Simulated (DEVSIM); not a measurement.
System: Pt/SiO2/p-Si capacitor, at 300 K.

| layer (left to right) | material | thickness (nm) | Na (cm⁻³) |
|---|---|---|---|
| 1 | SiO2 | 22.0 | - |
| 2 | Si | 1700 | 1.1e16 |

Metal gate on the left, work function 5.6 eV. Fixed charge at the semiconductor interface 0 cm⁻² (in units of +e); no interface traps.

Constants are typed, rounded textbook-type inputs, not results; the design itself was drawn at random and stands for no fabricated device. Values at 300 K.

| parameter | SiO2 | Si |
|---|---|---|
| gap (eV) | 9 | 1.124 |
| affinity (eV) | 0.9 | 4.05 |
| permittivity | 3.9 | 11.7 |
| Nc (cm⁻³) | - | 2.86e19 |
| Nv (cm⁻³) | - | 3.1e19 |

Model (solved in DEVSIM): 1D Poisson equation in equilibrium, Boltzmann statistics, complete ionisation; no quantum confinement or tunnelling. Metal contacts follow the ideal Schottky-Mott rule: no Fermi-level pinning, no interface dipoles.

### Question
Give the band bending (positive: bands bend down) and minority sheet density.

### Answer

```json
[
 {"Vg (V)": "-2.8", "ψs (V)": "-0.204", "minority carriers (cm⁻²)": "< 1e8"},
 {"Vg (V)": "-2.2", "ψs (V)": "-0.194", "minority carriers (cm⁻²)": "< 1e8"},
 {"Vg (V)": "-1.6", "ψs (V)": "-0.181", "minority carriers (cm⁻²)": "< 1e8"},
 {"Vg (V)": "-1", "ψs (V)": "-0.164", "minority carriers (cm⁻²)": "< 1e8"},
 {"Vg (V)": "-0.4", "ψs (V)": "-0.139", "minority carriers (cm⁻²)": "< 1e8"},
 {"Vg (V)": "0.2", "ψs (V)": "-0.092", "minority carriers (cm⁻²)": "< 1e8"},
 {"Vg (V)": "0.8", "ψs (V)": "0.079", "minority carriers (cm⁻²)": "< 1e8"},
 {"Vg (V)": "1.4", "ψs (V)": "0.503", "minority carriers (cm⁻²)": "< 1e8"},
 {"Vg (V)": "2", "ψs (V)": "0.816", "minority carriers (cm⁻²)": "2.1e11"},
 {"Vg (V)": "2.6", "ψs (V)": "0.862", "minority carriers (cm⁻²)": "7.5e11"},
 {"Vg (V)": "3.2", "ψs (V)": "0.885", "minority carriers (cm⁻²)": "1.3e12"},
 {"Vg (V)": "3.8", "ψs (V)": "0.901", "minority carriers (cm⁻²)": "1.9e12"},
 {"Vg (V)": "4.4", "ψs (V)": "0.913", "minority carriers (cm⁻²)": "2.5e12"}
]
```
